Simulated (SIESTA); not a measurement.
Input and output of a self-consistent single point for Mg7Cu (P-6m2, 8 atoms in the cell) (SIESTA).

Method of the run: GGA PBEsol, numerical atomic orbitals DZP, PseudoDojo PBEsol standard norm-conserving potentials (rewritten from UPF to PSML) in SIESTA.

The change in words: lattice scaled by 0.98. Reference geometry:
```xyz
8
Lattice="6.1967 0.0000 0.0000 -3.0984 5.3665 0.0000 0.0000 0.0000 5.0107" Properties=species:S:1:pos:R:3 pbc="T T T"
Mg     0.0000     1.7809     0.0000
Mg    -1.5561     4.4761     0.0000
Mg     1.5561     4.4761     0.0000
Mg     4.5993     2.6554     2.5053
Mg     3.0984     0.0557     2.5053
Mg     1.5974     2.6554     2.5053
Mg     0.0000     0.0000     2.5053
Cu     3.0984     1.7888     0.0000
```

Reference input (self-consistent single point, DFT, GGA PBEsol, numerical atomic orbitals DZP, PseudoDojo PBEsol standard norm-conserving potentials (rewritten from UPF to PSML)): XC.functional = GGA; XC.authors = PBEsol; potentials = PseudoDojo PBEsol standard; PAO.BasisSize = DZP; PAO.EnergyShift = 0.01 Ry; MeshCutoff = 400 Ry; kgrid.MonkhorstPack = 4 4 5; OccupationFunction = MP; OccupationMPOrder = 0; ElectronicTemperature = 1160.45 K; MaxSCFIterations = 150; SCF.Mixer.Method = Broyden. This run's input differs from it in these lines:

```diff
@@ -12,5 +12,5 @@
 %block LatticeVectors
-     6.196710000    0.000000000    0.000000000
-    -3.098355000    5.366508000    0.000000000
-     0.000000000    0.000000000    5.010700000
+     6.072776000    0.000000000    0.000000000
+    -3.036388000    5.259178000    0.000000000
+     0.000000000    0.000000000    4.910486000
 %endblock LatticeVectors
@@ -18,10 +18,10 @@
 %block AtomicCoordinatesAndAtomicSpecies
-     0.000003098    1.780891779    0.000000000  1
-    -1.556052750    4.476059427    0.000000000  1
-     1.556058946    4.476059427    0.000000000  1
-     4.599325195    2.655417923    2.505350000  1
-     3.098358098    0.055666787    2.505350000  1
-     1.597391002    2.655417923    2.505350000  1
-     0.000000000    0.000000000    2.505350000  1
-     3.098358098    1.788834211    0.000000000  2
+     0.000003036    1.745273997    0.000000000  1
+    -1.524931745    4.386538372    0.000000000  1
+     1.524937818    4.386538372    0.000000000  1
+     4.507338839    2.602309644    2.455243000  1
+     3.036391036    0.054553453    2.455243000  1
+     1.565443234    2.602309644    2.455243000  1
+     0.000000000    0.000000000    2.455243000  1
+     3.036391036    1.753057580    0.000000000  2
 %endblock AtomicCoordinatesAndAtomicSpecies
```

Log, with long lists cut:

```
        iscf     Eharris(eV)        E_KS(eV)     FreeEng(eV)     dDmax    Ef(eV) dHmax(eV)
   scf:    1   -14575.946305   -15834.904782   -15834.932740  3.205213 -0.131583178.705216
   scf:    2   -15978.200718   -16374.659684   -16374.688627  2.485654 -3.276410 70.864830
   scf:    3   -16446.722651   -16413.345635   -16413.365656  0.925026 -3.285248 47.197862
   scf:    4   -16457.672759   -16440.748983   -16440.770918  1.113844 -3.203811 13.506486
   scf:    5   -16434.644236   -16441.534729   -16441.550348  0.456471 -2.986164 11.151708
   [... 9 lines left out ...]
   scf:   15   -16443.563154   -16443.563020   -16443.578940  0.002265 -3.150969  0.020406
   scf:   16   -16443.563037   -16443.563032   -16443.578949  0.000513 -3.150923  0.002542
   scf:   17   -16443.563031   -16443.563031   -16443.578949  0.000072 -3.150992  0.001001
   scf:   18   -16443.563031   -16443.563031   -16443.578949  0.000013 -3.151016  0.000710
SCF Convergence by DM+H criterion
max |DM_out - DM_in|         :     0.0000133363
max |H_out - H_in|      (eV) :     0.0007096556
SCF cycle converged after 18 iterations

Using DM_out to compute the final energy and forces

siesta: E_KS(eV) =           -16443.5630

siesta: E_KS - E_eggbox =    -16443.5630

siesta: Atomic forces (eV/Ang):
     1   -0.000033    0.064894    0.000000
     2    0.056096   -0.032388    0.000000
     3   -0.056216   -0.032418   -0.000000
     4   -0.016405   -0.009552    0.000000
     5    0.000069    0.018983    0.000000
     6    0.016524   -0.009541    0.000000
     7    0.000015   -0.000009    0.000000
     8   -0.000029    0.000017   -0.000000
   Tot    0.000021   -0.000013    0.000000
   Max    0.064894
   Res    0.023895    sqrt( Sum f_i^2 / 3N )
   Max    0.064894    constrained

   [... lines left out ...]
siesta: FreeEng =    -16443.578949
siesta: Cell volume =        156.830169 Ang**3
siesta:          42.86579912         44.36027682  kBar
   [... lines left out ...]

              0.130   0.129   0.134

mulliken: Qtot =       89.000

Mulliken Atomic Populations:
Atom #   charge [q] valence [e]  Species
     1     0.026610    9.973390  Mg
     2     0.026613    9.973387  Mg
     3     0.026611    9.973389  Mg
     4    -0.024235   10.024235  Mg
     5    -0.024234   10.024234  Mg
     6    -0.024229   10.024229  Mg
     7    -0.195776   10.195776  Mg
     8     0.188639   18.811361  Cu
 Total    -0.000000
```

The run converged in 18 iterations. Against the reference run the free energy goes up by 15.0 meV/atom, the pressure goes from 0.49 to 4.29 GPa and the largest force goes from 0.070 to 0.065 eV/Å.

The starting cell comes from a database of computed structures (which also holds hypothetical and non-ambient phases and stackings), without a prior relaxation at this level. For this run, on top of that: lattice scaled by 0.98. Spin polarisation is off. Values carry the incompleteness of an atom-centred basis. With a pressure of about 4 GPa the cell is away from its equilibrium volume at this level.

Cost on one core of a shared machine: roughly 40 s.
